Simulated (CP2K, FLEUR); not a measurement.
A FLEUR input for a self-consistent single point of YN (Fm-3m, 2 atoms in the cell) (DFT, PBE, all-electron FLAPW (FLEUR), scalar-relativistic valence):

Input of the input generator:

```
YN
&input film=f /
-0.0000000000 0.7071067812 0.7071067812
0.7071067812 -0.0000000000 0.7071067812
0.7071067812 0.7071067812 -0.0000000000
6.6589985432
1.0 1.0 1.0

2
39 0.0000000000 0.0000000000 0.0000000000
7 0.5000000000 0.5000000000 0.5000000000

&comp jspins=1 /
&kpt div1=6 div2=6 div3=6 gamma=t /
&end /
```

```xml
<?xml version="1.0" encoding="UTF-8" standalone="no"?>
<fleurInput fleurInputVersion="0.39">
   <comment>
      YN                                                                                                  
   </comment>
   <calculationSetup>
      <cutoffs Kmax="4.5" Gmax="22.5" GmaxXC="22.5" numbands="0"/>
      <scfLoop itmax="100" minDistance="0.00001" maxIterBroyd="99" imix="Anderson" alpha="0.05" precondParam="0.0" spinf="2.0"/>
      <coreElectrons ctail="T" frcor="F" kcrel="0" coretail_lmax="0"/>
      <xcFunctional name="pbe" relativisticCorrections="F"/>
      <magnetism jspins="1"/>
      <soc l_soc="F" theta="0.0" phi="0.0" spav="F"/>
      <expertModes spex="0" secvar="F"/>
      <geometryOptimization l_f="T" forcealpha="1.0" forcemix="BFGS" epsdisp="0.00001" epsforce="0.00001"/>
      <ldaU l_linMix="F" mixParam="0.05" spinf="1.0"/>
   </calculationSetup>
   <cell>
      <bzIntegration valenceElectrons="16.0" mode="gauss" fermiSmearingEnergy="0.00999582">
         <kPointListSelection listName="default-1"/>
         <!-- k-points included here -->
         <xi:include xmlns:xi="http://www.w3.org/2001/XInclude" href="kpts.xml"> </xi:include>
      </bzIntegration>
      <!-- symmetry operations included here -->
      <xi:include xmlns:xi="http://www.w3.org/2001/XInclude" href="sym.xml"> </xi:include>
      <bulkLattice scale="1.0">
         <bravaisMatrix>
            <row-1>    0.0000000000000000     4.7086230258976416     4.7086230258976416</row-1>
            <row-2>    4.7086230258976416     0.0000000000000000     4.7086230258976416</row-2>
            <row-3>    4.7086230258976416     4.7086230258976416     0.0000000000000000</row-3>
         </bravaisMatrix>
      </bulkLattice>
   </cell>
   <atomSpecies>
      <species name="Yttrium (Y)" element="Y" atomicNumber="39">
         <mtSphere radius="2.64" gridPoints="873" logIncrement="0.015"/>
         <atomicCutoffs lmax="10" lnonsphr="8"/>
         <electronConfig flipSpins="F">
            <coreConfig>(1s1/2) (2s1/2) (2p1/2) (2p3/2) (3s1/2) (3p1/2) (3p3/2) (3d3/2) (3d5/2)</coreConfig>
            <valenceConfig>(4s1/2) (4p1/2) (4p3/2) (5s1/2) (4d3/2) (4d5/2)</valenceConfig>
            <stateOccupation state="(4d3/2)" spinUp="0.2" spinDown="0.2"/>
            <stateOccupation state="(4d5/2)" spinUp="0.3" spinDown="0.3"/>
         </electronConfig>
         <energyParameters s="5" p="5" d="4" f="4"/>
         <lo type="SCLO" l="0" n="4" eDeriv="0"/>
         <lo type="SCLO" l="1" n="4" eDeriv="0"/>
         <lo type="SCLO" l="1" n="4" eDeriv="1"/>
         <lo type="SCLO" l="2" n="4" eDeriv="2"/>
         <lo type="SCLO" l="3" n="4" eDeriv="2"/>
      </species>
      <species name="Nitrogen (N)" element="N" atomicNumber="7">
         <mtSphere radius="1.72" gridPoints="569" logIncrement="0.019"/>
         <atomicCutoffs lmax="7" lnonsphr="5"/>
         <electronConfig flipSpins="F">
            <coreConfig>(1s1/2)</coreConfig>
            <valenceConfig>(2s1/2) (2p1/2) (2p3/2)</valenceConfig>
            <stateOccupation state="(2p1/2)" spinUp="0.5" spinDown="0.5"/>
            <stateOccupation state="(2p3/2)" spinUp="1.0" spinDown="1.0"/>
         </electronConfig>
         <energyParameters s="2" p="2" d="3" f="4"/>
         <lo type="SCLO" l="0" n="2" eDeriv="2"/>
         <lo type="SCLO" l="1" n="2" eDeriv="2"/>
         <lo type="SCLO" l="2" n="3" eDeriv="2"/>
      </species>
   </atomSpecies>
   <atomGroups>
      <atomGroup species="Yttrium (Y)">
         <relPos label="                   1">.0000000000 .0000000000 .0000000000</relPos>
         <force calculate="T" relaxXYZ="TTT"/>
      </atomGroup>
      <atomGroup species="Nitrogen (N)">
         <relPos label="                   2">1.000/2.000 1.000/2.000 1.000/2.000</relPos>
         <force calculate="T" relaxXYZ="TTT"/>
      </atomGroup>
   </atomGroups>
   <output dos="F" band="F" slice="F">
      <checks vchk="F" cdinf="F"/>
      <bandDOS minEnergy="-.5*Htr" maxEnergy="0.5*Htr" sigma="0.015" storeEVData="T"/>
      <vacuumDOS vacdos="F" integ="F" star="F" nstars="0" locx1="0.0" locy1="0.0" locx2="0.0" locy2="0.0" nstm="0" tworkf="0.0"/>
      <unfoldingBand unfoldBand="F" supercellX="1" supercellY="1" supercellZ="1"/>
      <plotting iplot="0" polar="F">
         <plot TwoD="T" vec1="  1.0  0.0  0.0" vec2="  0.0  1.0  0.0" vec3="  0.0  0.0  1.0" zero="  0.0  0.0  0.0" file="plot"/>
      </plotting>
      <chargeDensitySlicing numkpt="0" minEigenval="0.0" maxEigenval="0.0" nnne="0" pallst="F"/>
      <specialOutput eonly="F"/>
      <magneticCircularDichroism mcd="F" energyLo="-10.0" energyUp="0.0"/>
   </output>
  <!-- We include the file relax.xml here to enable relaxations (see documentation) -->
  <xi:include xmlns:xi="http://www.w3.org/2001/XInclude" href="relax.xml"> <xi:fallback/> </xi:include>
</fleurInput>
```

**Question.** Give the CP2K input for the same structure, mesh, smearing and functional.

**Answer.** One input that does it (others would too):

```
&GLOBAL
  PROJECT bulk
  RUN_TYPE ENERGY_FORCE
  PRINT_LEVEL LOW
&END GLOBAL
&FORCE_EVAL
  METHOD Quickstep
  STRESS_TENSOR ANALYTICAL
  &DFT
    BASIS_SET_FILE_NAME BASIS_MOLOPT
    POTENTIAL_FILE_NAME GTH_POTENTIALS
    &QS
      METHOD GPW
      EPS_DEFAULT 1E-10
    &END QS
    &MGRID
      CUTOFF 500
      REL_CUTOFF 50
      NGRIDS 5
    &END MGRID
    &SCF
      SCF_GUESS ATOMIC
      EPS_SCF 1E-6
      MAX_SCF 100
      ADDED_MOS 4
      &DIAGONALIZATION
        ALGORITHM STANDARD
      &END DIAGONALIZATION
      &MIXING
        METHOD BROYDEN_MIXING
        ALPHA 0.3
        NBUFFER 10
        BETA 1
      &END MIXING
      &SMEAR ON
        METHOD GAUSSIAN
        SIGMA [eV] 0.272
      &END SMEAR
    &END SCF
    &KPOINTS
      SCHEME MONKHORST-PACK 6 6 6
      GAMMA_CENTERED T
    &END KPOINTS
    &XC
      &XC_FUNCTIONAL PBE
      &END XC_FUNCTIONAL
    &END XC
    &PRINT
      &MO
        EIGENVALUES T
        OCCUPATION_NUMBERS T
        NDIGITS 8
        FILENAME mo
        &EACH
          QS_SCF 0
        &END EACH
        ADD_LAST NUMERIC
      &END MO
      &MULLIKEN OFF
      &END MULLIKEN
    &END PRINT
  &END DFT
  &SUBSYS
    &CELL
      ABC 3.52379000 3.52379030 3.52379055
      ALPHA_BETA_GAMMA 59.99999880 60.00000515 60.00000278
      PERIODIC XYZ
    &END CELL
    &COORD
      Y        0.00000000     0.00000000     0.00000000
      N        3.52379000     2.03446150     1.43858150
    &END COORD
    &KIND Y
      BASIS_SET DZVP-MOLOPT-SR-GTH-q11
      POTENTIAL GTH-PBE-q11
    &END KIND
    &KIND N
      BASIS_SET DZVP-MOLOPT-SR-GTH-q5
      POTENTIAL GTH-PBE-q5
    &END KIND
  &END SUBSYS
  &PRINT
    &FORCES ON
    &END FORCES
    &STRESS_TENSOR ON
    &END STRESS_TENSOR
  &END PRINT
&END FORCE_EVAL
```

Basis settings and potentials, where a program has them, do not carry over. This input uses DFT PBE, GPW, DZVP-MOLOPT-SR-GTH basis, GTH-PBE potentials (GTH_POTENTIALS).

The starting cell comes from a database of computed structures (which also holds hypothetical and non-ambient phases and stackings), without a prior relaxation at this level. Its lattice was rescaled by a random factor within 2.5 % of one.
